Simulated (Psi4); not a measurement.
Psi4 1.11, WB97X/def2-svpd: W(O)(S)(Cl)(OH) ([O]=[W]([OH])(=[S])[Cl]), 6 atoms. The geometry is a generated start, not checked to be a minimum at this level.

| Quantity | Value |
|---|---|
| task | energy |
| method | wb97x |
| basis | def2-svpd |
| memory | 3 GB |
| maxiter | 100 |
| keys of the molecule block | symmetry c1 |
| scf_type | df (default) |
| e_convergence | 1e-06 (default) |
| d_convergence | 1e-06 (default) |
| dft_radial_points | 75 (default) |
| dft_spherical_points | 302 (default) |
| effective core potentials | those of the basis set, past Kr |
| basis functions | 143 |
| grid points | 130366 |

```xyz
6

W      0.2873    -0.2559    -0.1067
O      1.7074     0.0484    -0.9391
S      0.8241    -1.0071     1.8689
Cl    -0.6638    -1.9325    -1.1371
O     -0.8676     1.1425     0.0894
H     -1.2874     2.0046     0.2246
```

Charge 0 and multiplicity 1 are set for this test and not shown to be the ground state.

With the defaults (diis = true, scf_initial_accelerator = adiis, damping_percentage = 0, guess = auto, which took SAD, soscf = false, soscf_start_convergence = 0.01, level_shift = 0, level_shift_cutoff = 0.01, diis_max_vecs = 10) it converges in 12 SCF iterations. One run each on 2 threads, with these changes:
- scf_initial_accelerator = none
- level_shift = 0.1, level_shift_cutoff = 0.001
- soscf = true, soscf_start_convergence = 0.1
- diis = false, scf_initial_accelerator = none, damping_percentage = 60
- diis_max_vecs = 20
- guess = huckel
- guess = core
- guess = sapgau
- diis_max_vecs = 3

### Question
Name the settings that don't reach the solution of the defaults.

### Answer
No convergence: diis = false, scf_initial_accelerator = none, damping_percentage = 60 (the run ends without SCF convergence in 100 iterations). The rest reach the solution of the defaults.

```tsv
setting	SCF iterations	JK calls	end
soscf = true, soscf_start_convergence = 0.1	7	28	same solution
the defaults	12	13	same solution
scf_initial_accelerator = none	12	13	same solution
level_shift = 0.1, level_shift_cutoff = 0.001	12	13	same solution
diis_max_vecs = 20	12	13	same solution
guess = huckel	14	52	same solution
guess = core	16	16	same solution
diis_max_vecs = 3	19	20	same solution
guess = sapgau	20	20	same solution
diis = false, scf_initial_accelerator = none, damping_percentage = 60	100	101	no convergence
```

An SOSCF iteration holds several JK calls; a Hückel guess adds calls on atoms. 1 further run of the study ended by our limits or in an error and is left out.
